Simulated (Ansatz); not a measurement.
Output of an Ansatz run (abridged):

```
WARN the atoms were moved onto the symmetric positions of the space group found under crystal.symmetry.tolerance 1.0e-5 (fractional …
WARN ansatz: RAYON_NUM_THREADS=1 ignored (pool sized by the plan → 1); use --threads N
Pseudopotentials: kind: paw
Pseudopotential: Sc, paw, valence charge 11
Pseudopotential: Al, paw, valence charge 3
Crystal: 6 atoms, lattice volume = 126.584 Å³
Basis set: ecut = 420.4159175005146 eV, 2451 PW (Γ), exchange–correlation on 72×72×90 points (8 copies of the dense FFT grid, shifted against one another)
Bands: 31, of which v1, the nominal top of the filled ones, is band 25 counted from 1 (24 counted from 0)
Symmetry: 6 space group operations
Space group: P3m1 (ITA 156), of the structure as read, at distance tolerance 5.0e-5 Å
k-points: 50 of 384 (time reversal used)
PAW frozen core: Sc, regenerated for the run's functional, and the local potential with it
PAW frozen core: Al, regenerated for the run's functional, and the local potential with it
Initial density: superposition of atomic densities (neutral atoms: chi_scale 0, normalization atom), corrected by the library's trained network
Initial wavefunctions: pseudopotential atomic-orbital guess
Eigensolver: davidson
Functional: x = pbesol(κ = 0.804, μ = 0.12345679012345678), c = pbesol(β = 0.046)
SCF iter   1: F=—  HF=-9496.811158 eV  |F-HF|=—  |Δ(HF+E_count)|=         —  Δρ=4.64e-3  dr2=3.35e-2  ethr=1.77e-3  ⟨swp⟩=5.7  Hψ=6766  notcnv=0
all-band conjugate gradients solve this SCF's bands
preconditioner: auto → Kerker (q_TF=auto, 2.337 Å⁻¹)
SCF iter   2: F=—  HF=-9496.802575 eV  |F-HF|=—  |Δ(HF+E_count)|=   8.58e-3  Δρ=1.99e-3  dr2=5.84e-3  ethr=6.70e-5  ⟨swp⟩=2.1  Hψ=2584  notcnv=0
SCF iter   3: F=—  HF=-9496.801230 eV  |F-HF|=—  |Δ(HF+E_count)|=   1.34e-3  Δρ=4.89e-4  dr2=2.94e-4  ethr=1.17e-5  ⟨swp⟩=2.4  Hψ=2454  notcnv=0
SCF iter   4: F=—  HF=-9496.801205 eV  |F-HF|=—  |Δ(HF+E_count)|=   2.51e-5  Δρ=8.31e-5  dr2=1.40e-5  ethr=5.87e-7  ⟨swp⟩=2.0  Hψ=1956  notcnv=0
SCF iter   5: F=—  HF=-9496.801224 eV  |F-HF|=—  |Δ(HF+E_count)|=   1.87e-5  Δρ=1.50e-5  dr2=2.79e-7  ethr=2.80e-8  ⟨swp⟩=2.0  Hψ=1990  notcnv=0
SCF iter   6: F=-9496.801224 eV  HF=-9496.801224 eV  |F-HF|=1.54e-8  |Δ(HF+E_count)|=   6.12e-8  Δρ=4.66e-6  dr2=2.53e-8  ethr=2.00e-10  ⟨swp⟩=5.8  Hψ=5683  notcnv=0
SCF 1 converged in 6 iterations: F = -9496.801224 eV  dr2 = 2.53e-8
SCF converged after 6 iterations
Free energy (F): -9496.801224 eV
Harris-Foulkes:  -9496.801224 eV  (|F-HF|=1.54e-8)
Internal energy: -9496.576117 eV  (E = F + TS)
E sigma→0 (E₀):  -9496.688670 eV
Entropy (-TS):   -0.225107 eV (-37.518 meV/atom)
Fermi energy:    9.105792 eV
--- Per-component energies (eV) ---
  E_band       = -648.753560
  E_kinetic    = 1088.016072
  E_local      = -3610.403500  (includes V_loc(G=0)·N_el)
  E_nonlocal   = 357.633398
  E_hartree    = 1279.648396
  E_xc         = -491.727409
  E_vxc        = -571.926166  (∫ρ·V_xc dr)
  E_paw        = -4638.013872  (= ΣΔE_a)
  E_vpaw       = -471.370871  (= ΣTr[D̂ρ^β])
  E_aug_tail   = 0.000034  (compensation charges beyond the density's cutoff)
  E_ewald      = -3482.283615
  E_core_change = 0.554378  (= ΣΔE_core)
  E_smearing   = -0.225107  (= −TS)
  E_closure    = -0.000000  (closes the sum)
  Σ components = -9496.801224   (vs F -9496.801224, Δ=0.00e0)
--- Forces (eV/Å), atoms counted from 1 ---
  atom   1  Sc    -0.00000000     0.00000000    -0.32225909
  atom   2  Sc     0.00000000    -0.00000000     0.11446442
  atom   3  Sc     0.00000000    -0.00000000     0.07063436
  atom   4  Sc    -0.00000000     0.00000000     0.06939402
  atom   5  Al    -0.00000000     0.00000000     0.03519304
  atom   6  Al     0.00000000    -0.00000000     0.03257029
  max |Σ_I F_I| component: 2.97e-6 eV/Å
--- Stress (GPa, compression-positive) ---
       -1.350238       0.000000       0.000000
        0.000000      -1.350238      -0.000000
        0.000000      -0.000000      -1.433274
  P = ⅓ Tr σ = -1.3779 GPa (-13.779 kbar)
  The stress holds the Pulay correction. Without it, at fixed plane waves, as pw.x and ABINIT print it: P = -1.4010 GPa
--- Band table (eV; the first three rows and the last of 50) ---
  k-point 0: bands = ["-40.1378", "-40.0791", "-40.0591", "-40.0139", "-19.0042", "-18.9593", "-18.9593", "-18.8262", "-18.8262", "-18.8154", "-18.8154", "-18.7839", "-18.7483", "-18.7088", "-18.7088", "-18.6033", "1.9993", "4.7737", "6.3902", [...]
  k-point 1: bands = ["-40.1345", "-40.0850", "-40.0567", "-40.0138", "-18.9809", "-18.9538", "-18.9538", "-18.8530", "-18.8530", "-18.7913", "-18.7913", "-18.7835", "-18.7502", "-18.7116", "-18.7116", "-18.6266", "2.1174", "4.3906", "6.7377", [...]
  k-point 2: bands = ["-40.1254", "-40.0976", "-40.0536", "-40.0134", "-18.9383", "-18.9383", "-18.9192", "-18.8846", "-18.8846", "-18.7872", "-18.7676", "-18.7676", "-18.7548", "-18.7192", "-18.7192", "-18.6829", "2.4621", "3.6862", "7.3893", [...]
  k-point 49: bands = ["-40.1044", "-40.0966", "-40.0670", "-40.0217", "-18.9713", "-18.9705", "-18.9160", "-18.9070", "-18.8532", "-18.8446", "-18.7704", "-18.7656", "-18.7225", "-18.7210", "-18.6729", "-18.6682", "4.3852", "4.4049", "6.0764", [...]
```

The structure:

```xyz
6
Lattice="4.8779 0.0000 0.0000 -2.4390 4.2244 0.0000 0.0000 0.0000 6.1429" Properties=species:S:1:pos:R:3 pbc="T T T"
Sc     0.0000     0.0000     0.0500
Sc     0.0000     0.0000     3.0715
Sc     0.0000     2.8163     4.6072
Sc     2.4390     1.4081     1.5357
Al     0.0000     2.8163     1.5357
Al     2.4390     1.4081     4.6072
```

**Question.** Write an input that gives this output.

**Answer.** Other spellings and defaults could give the same log, and not every line can be read from it. The input that was run (DFT, PBEsol, plane waves, default PAW files made with PBE):

Ansatz 0.2 input:
```yaml
# Sc2Al
crystal:
  lattice:
    - [4.87793200, 0.00000000, 0.00000000]
    - [-2.43896600, 4.22441400, 0.00000000]
    - [0.00000000, 0.00000000, 6.14293600]
  atoms:
    - { symbol: Sc, position: [0.00000000, 0.00000000, 0.00813900] }
    - { symbol: Sc, position: [0.00000000, 0.00000000, 0.50000000] }
    - { symbol: Sc, position: [0.33333300, 0.66666700, 0.75000000] }
    - { symbol: Sc, position: [0.66666700, 0.33333300, 0.25000000] }
    - { symbol: Al, position: [0.33333300, 0.66666700, 0.25000000] }
    - { symbol: Al, position: [0.66666700, 0.33333300, 0.75000000] }
basis:
  ecutwfc: 30.9 Ry
kpoints:
  mp_grid: { grid: [8, 8, 6] }
hamiltonian:
  xc: pbesol
  pseudopotentials: { kind: paw }
scf:
  occupations: { method: fermi_dirac, width: 0.0073 Ry }
output:
  forces: true
  eigenvalues: true
  stress: true
```

The starting cell comes from a database of computed structures (which also holds hypothetical and non-ambient phases and stackings), without a prior relaxation at this level. Its lattice was rescaled by up to half a per cent. One atom was moved a little off its site on purpose. Ansatz's pressure includes its estimate of the finite-basis (Pulay) stress.

Ansatz is a quantum-chemistry and plane-wave program.
